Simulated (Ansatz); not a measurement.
Start from C in the graphite type structure (space group P6_3/mmc, No. 194; a = 2.458 Å, c = 6.563 Å; layered, stacked along the Cartesian z axis). Axes: x lies along a and z along c of the hexagonal cell.

Computed with plane-wave PAW DFT at the PBEsol-D3(BJ) level (Ansatz, a first-principles code, 420 eV), no spin-orbit coupling.

For the base:

- Pressure: 0.0 GPa
- Shortest interatomic distance: 1.419 Å
- Band gap: zero

One thing is altered: strain tensor (xx, yy, zz, yz, xz, xy) = (+0.98, −0.76, −1.98, +0.58, +1.73, +0.11) %, atoms relaxed at fixed cell.

**Question.** How does this affect the pressure?

**Answer.** The pressure (mean of the normal stresses, compression positive) goes from zero to -0.7 GPa.

**Question.** What happens to the shortest interatomic distance?

**Answer.** The shortest interatomic distance falls by 0.007 Å (1.419 Å → 1.412 Å).

**Question.** What happens to the energy relative to the base?

**Answer.** The energy goes up by 4.4 meV/atom.

**Question.** What does the calculation give for the band gap after the change?

**Answer.** The band gap stays zero.

A case with no gap was solved on a k-mesh chosen for an insulator, which is coarse for it. Stability against distortions was not tested.
